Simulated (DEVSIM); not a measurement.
Structure: GaP/Si n-p heterojunction, at 300 K.

Layer 1 from the left is GaP, thickness (μm) 1.50, Nd (cm⁻³) 4.2e16, τn (s) 2.9e-6, τp (s) 2.9e-6. Layer 2 from the left is Si, thickness (μm) 1.30, Na (cm⁻³) 4.3e17, τn (s) 2.9e-6, τp (s) 2.9e-6.

Left contact: ohmic. Right contact: ohmic. Voltage is applied to the left contact. Recombination: SRH at mid-gap, radiative, Auger. Mobility is μmin + (μ − μmin)/(1 + (N/Nref)^α).

Constants are typed, rounded textbook-type inputs, not results; the design itself was drawn at random and stands for no fabricated device. Values at 300 K.

GaP: gap (eV) 2.26, affinity (eV) 3.8, permittivity 11.1, Nc (cm⁻³) 1.8e19, Nv (cm⁻³) 1.9e19, μn (cm²/Vs) 250, μp (cm²/Vs) 150, μn,min 10, μp,min 10, Nref,n 4.4e18, Nref,p 1e18, αn 0.8, αp 0.85, B (cm³/s) 1e-13, Cn (cm⁶/s) 1e-30, Cp (cm⁶/s) 1e-30. Si: gap (eV) 1.124, affinity (eV) 4.05, permittivity 11.7, Nc (cm⁻³) 2.86e19, Nv (cm⁻³) 3.1e19, μn (cm²/Vs) 1417, μp (cm²/Vs) 470, μn,min 52, μp,min 45, Nref,n 9.7e16, Nref,p 2.2e17, αn 0.68, αp 0.72, B (cm³/s) 4.7e-15, Cn (cm⁶/s) 2.8e-31, Cp (cm⁶/s) 9.9e-32.

Simulated with DEVSIM: 1D drift-diffusion, Boltzmann statistics, complete ionisation; no tunnelling, impact ionisation, image-force lowering or self-heating. Band offsets follow the typed affinities; no thermionic-emission limit at abrupt steps, no polarisation charge.

What does the simulation give for the largest field in the device at zero bias, the dark forward voltage at 100 A/cm², the potential step across the device at zero bias?

largest field in the device at zero bias 110000 V/cm; dark forward voltage at 100 A/cm² 0.921 V; potential step across the device at zero bias 1.107 V.
